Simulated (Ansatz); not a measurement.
GaP under load (space group F-43m), PBE with spin-orbit coupling, rigid bands (Ansatz, a quantum-chemistry and plane-wave program). Condition of this run: hydrostatic pressure of 5.6 GPa (compression positive) (the target of the relaxation). Band gap 1.44 eV, N_c = 4.18e19 cm⁻³ and N_v = 2.11e19 cm⁻³ at 300 K, conductivity masses of 0.346 mₑ (electrons) and 0.463 mₑ (holes). Take k_BT = 0.02585 eV.

Task: What built-in voltage has an abrupt junction with N_A = 1e16 and N_D = 1e17 cm⁻³, all dopants ionised?

Result: V_bi = E_g/e − (k_BT/e) ln(N_c N_v/(N_A N_D)) = 1.44 − 0.02585 × 13.69 = 1.09 V, for the computed gap.

Task: What thermal injection velocity √(2k_BT/πm) limits a ballistic channel?

Result: 9.15e6 cm/s for electrons and 7.91e6 cm/s for holes, a ratio of √(m_h/m_e) = 1.16, for dilute carriers.

Task: A film of it is 5 nm thick. Estimate the confinement energies in an infinite well.

Result: ħ²π²/(2m t²) = 0.376 eV·nm²/(m/mₑ × t²) gives 43.5 meV for electrons and 32.5 meV for holes, so the gap would widen to about 1.52 eV. Finite barriers and nonparabolic bands lower this, and with several valleys or bands the heaviest mass along the normal sets the lowest level, not this average.

Rigid bands with the computed gap; masses take one relaxation time for all states. Geometry: cell and atoms relaxed with PBEsol.
